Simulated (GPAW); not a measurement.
Worked example: self-consistent single point of Be₅Co (F-43m, 6 atoms in the cell) in GPAW.

Level of theory: LDA (Perdew-Wang 92), GPAW PAW datasets LDA (gpaw-data 1.0.1) (plane waves; GPAW).

The change in words: lattice scaled by 0.98. Reference geometry:
```xyz
6
Lattice="0.0000 2.8839 2.8839 2.8839 0.0000 2.8839 2.8839 2.8839 0.0000" Properties=species:S:1:pos:R:3 pbc="T T T"
Be     1.4420     1.4420     1.4420
Be     2.1597     2.1597     3.6082
Be     2.1597     3.6082     2.1597
Be     3.6082     3.6082     3.6082
Be     3.6082     2.1597     2.1597
Co     0.0000     0.0000     0.0000
```

Reference input (self-consistent single point, DFT LDA (Perdew-Wang 92), plane waves, GPAW PAW datasets LDA (gpaw-data 1.0.1)): mode = pw; ecut = 850 eV; xc = LDA; kpts = 8 8 8; mesh shift (steps) = 0 0 0; occupations.name = fermi-dirac; occupations.width = 0.1 eV; nbands = -14; convergence.density = 1e-05 e/electron; symmetry.symmorphic = false; symmetry.tolerance = 0.0005; maxiter = 120. This run's input differs from it in these lines:

```diff
@@ -5,5 +5,5 @@
 atoms = Atoms(['Be', 'Be', 'Be', 'Be', 'Be', 'Co'],
-              cell=[[0.000000, 2.883925, 2.883925],
-                    [2.883925, 0.000000, 2.883925],
-                    [2.883925, 2.883925, 0.000000]],
+              cell=[[0.000000, 2.826246, 2.826246],
+                    [2.826246, 0.000000, 2.826246],
+                    [2.826246, 2.826246, 0.000000]],
               scaled_positions=[[0.250000, 0.250000, 0.250000],
```

Output (repeated stretches shortened):

```
     iter     time        total  log10-change:
                         energy   eigst   dens
iter:   1 --:--:--   -32.234207
iter:   2 --:--:--   -31.915089   -1.25  -1.13
iter:   3 --:--:--   -31.747552   -1.88  -1.22
iter:   4 --:--:--   -31.628546   -2.22  -1.33
iter:   5 --:--:--   -31.635671   -2.52  -1.67
iter:   6 --:--:--   -31.653730   -2.99  -1.93
iter:   7 --:--:--   -31.656094   -3.47  -2.28
iter:   8 --:--:--   -31.656009c  -4.18  -2.78
iter:   9 --:--:--   -31.655953c  -4.95  -3.27
iter:  10 --:--:--   -31.655950c  -5.71  -3.40
iter:  11 --:--:--   -31.655930c  -6.24  -3.41
iter:  12 --:--:--   -31.655936c  -7.14  -3.83
iter:  13 --:--:--   -31.655936c  -8.48c -4.29
iter:  14 --:--:--   -31.655937c  -9.01c -4.35
iter:  15 --:--:--   -31.655938c  -9.24c -4.37
iter:  16 --:--:--   -31.655938c  -8.47c -4.41
iter:  17 --:--:--   -31.655936c  -8.85c -4.56
iter:  18 --:--:--   -31.655935c  -9.48c -4.63
iter:  19 --:--:--   -31.655936c  -9.48c -4.80
iter:  20 --:--:--   -31.655936c  -9.53c -4.94
iter:  21 --:--:--   -31.655936c -10.41c -5.15c
Converged after 21 iterations.

Dipole moment: (-3.671990, -3.671990, -3.671990) |e|*Ang

Energy contributions relative to reference atoms: (reference = -39804.208935)

Kinetic:        +36.544779
Potential:      -22.351648
External:        +0.000000
XC:             -45.360835
Entropy (-ST):   -0.078862
Local:           -0.448801
SIC:             +0.000000
--------------------------
Free energy:    -31.695367
Extrapolated:   -31.655936

Showing only first 2 kpts
 Kpt  Band  Eigenvalues  Occupancy
  0     7      8.77017    0.00022
  0     8      8.77017    0.00022
  0     9      8.77017    0.00022
  0    10     11.92840    0.00000

  1     7      8.23917    0.04449
  1     8      8.23917    0.04449
  1     9      8.58610    0.00142
  1    10     10.43248    0.00000

Fermi level: 7.86087

No gap
   [... lines left out ...]
  0 Be    0.00000    0.00000    0.00000
  1 Be   -0.00651   -0.00651    0.00651
  2 Be   -0.00651    0.00651   -0.00651
  3 Be    0.00651    0.00651    0.00651
  4 Be    0.00651   -0.00651   -0.00651
  5 Co    0.00000   -0.00000    0.00000

Stress tensor:
    -0.025793    -0.000000     0.000000
    -0.000000    -0.025793    -0.000000
     0.000000    -0.000000    -0.025793
Stress (GPa, Voigt): [-4.1326 -4.1326 -4.1326 -0.      0.     -0.    ]
```

The run converged in 21 iterations. GPAW prints stress with tension positive. Against the reference run the free energy falls by 2.6 meV/atom, the pressure goes from -5.63 to 4.13 GPa and the largest force goes from 0.035 to 0.011 eV/Å.

The starting cell comes from a database of computed structures (which also holds hypothetical and non-ambient phases and stackings), without a prior relaxation at this level. For this run, on top of that: lattice scaled by 0.98. Spin polarisation is off. With a pressure of about 4 GPa the cell is away from its equilibrium volume at this level.

Cost on one core of a shared machine: roughly 90 s.
